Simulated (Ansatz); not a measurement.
## Response to strain in BN

Base system: BN (space group P6_3/mmc, No. 194; a = 2.506 Å, c = 6.615 Å; layered, stacked along the Cartesian z axis).

Strains are applied to the cell and any free atomic positions relax.

Method: DFT with PBE-D3(BJ), PAW potentials and a 420 eV plane-wave cutoff in Ansatz (a quantum-chemistry and plane-wave program), no spin-orbit coupling.

Notes on the quantities. pressure: mean of the normal stresses, compression positive; energy relative to the base: free energy F.

| variant | smallest direct gap | band gap | volume per atom | pressure | energy relative to the base |
|---|---|---|---|---|---|
| base | 4.64 eV | 4.24 eV | 9.00 Å³ | 0.00 GPa | 0 meV/atom |
| isotropic strain −3.00 % | 4.82 eV | 4.33 eV | 8.21 Å³ | 26.19 GPa | +60 meV/atom |
| isotropic strain −2.40 % | 4.79 eV | 4.32 eV | 8.36 Å³ | 20.16 GPa | +38 meV/atom |
| isotropic strain −1.80 % | ? | ? | 8.52 Å³ | 14.57 GPa | +21 meV/atom |
| isotropic strain −1.20 % | 4.73 eV | 4.26 eV | 8.68 Å³ | 9.36 GPa | +9.1 meV/atom |
| isotropic strain −0.60 % | 4.68 eV | 4.24 eV | 8.84 Å³ | 4.51 GPa | ? |

Some entries are withheld; estimate them.


- isotropic strain −1.80 %, smallest direct gap: 4.77 eV
- isotropic strain −1.80 %, band gap: 4.30 eV
- isotropic strain −0.60 %, energy relative to the base: +2.2 meV/atom

No phonon test of stability was made.
